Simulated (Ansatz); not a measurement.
# A computed series for TiSi2: response to strain

The parent structure is TiSi2 (space group Fddd, No. 70; a = 4.780 Å, b = 8.232 Å, c = 8.522 Å). Axes: x, y, z lie along a, b, c of the conventional cell.

Strains are applied to the cell and any free atomic positions relax; under biaxial strain the out-of-plane vector relaxes too.

Computed with Ansatz (a program for electronic structure) r2SCAN, no spin-orbit coupling, earlier PAW set.

Notes on the quantities. energy relative to the base: free energy F; pressure: mean of the normal stresses, compression positive.

| case | energy relative to the base | pressure | shortest interatomic distance |
|---|---|---|---|
| base | 0 meV/atom | 0.0 GPa | 2.520 Å |
| biaxial strain +0.90 %, plane normal [001], relaxed out of plane | ___ | ___ | ___ |
| biaxial strain +3.24 %, plane normal [001], relaxed out of plane | ___ | -6.0 GPa | 2.533 Å |
| tensor shear ε_xy = +0.78 % | +1.3 meV/atom | 0.0 GPa | 2.516 Å |

### Question
Some entries are withheld; estimate them.

### Answer

- biaxial strain +0.90 %, plane normal [001], relaxed out of plane, energy relative to the base: +2.3 meV/atom
- biaxial strain +0.90 %, plane normal [001], relaxed out of plane, pressure: -1.9 GPa
- biaxial strain +0.90 %, plane normal [001], relaxed out of plane, shortest interatomic distance: 2.523 Å
- biaxial strain +3.24 %, plane normal [001], relaxed out of plane, energy relative to the base: +28 meV/atom

Without a gap, meshes like the base's 13×13×13 leave anisotropic stresses uncertain by several tenths of a GPa, and small strain energies with them. Stability against distortions was not tested. The final runs are not spin-polarised.
